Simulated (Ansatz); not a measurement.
**ZrO2 under a change: Zr → Hf**

Take ZrO2 (space group P4_2/nmc, No. 137; a = 3.584 Å, c = 5.177 Å) as the base.

Perturbation: every Zr is replaced by Hf; the structure is relaxed again.

Calculations: PBEsol in Ansatz (plane waves to 420 eV, PAW, spin-orbit coupling left out). k-mesh 9×9×7 (Γ-centred); smearing 0.05 eV (Fermi–Dirac).

```yaml
volume_per_atom: 10.96 Å³ (base 11.09 Å³)
density: 10.64 g/cm³ (base 6.15 g/cm³)
c/a ratio: 1.448 (base 1.444)
space_group: P4_2/nmc (No. 137) (base P4_2/nmc (No. 137))
shortest_interatomic_distance: 2.061 Å (base 2.074 Å)
band_gap: 4.57 eV (base 4.00 eV)
gap_character: indirect, A → Γ (base indirect, M–Γ (56 % along) → Γ)
smallest_direct_gap: 4.65 eV (base 4.12 eV)
width_of_the_top_valence_band: 1.02 eV (base 0.92 eV)
electron_mass: 0.96 mₑ along c, 0.78 mₑ across (at Γ) (base 2.1 mₑ along c, 0.57 mₑ across (at Γ))
```

Cost of the whole job for the changed cell (relaxation, final SCF and bands): about 90 core-seconds (a rough figure).

Spin-orbit coupling, missing from the scalar runs, can matter with Hf. Masses are band curvatures over ±0.01 Å⁻¹ around the edge. Whether these cells are dynamically stable was not tested. This is not the structure that HfO2 has at room temperature and ambient pressure. This is not the structure that ZrO2 has at room temperature and ambient pressure.

Ansatz is a quantum-chemistry and plane-wave program.
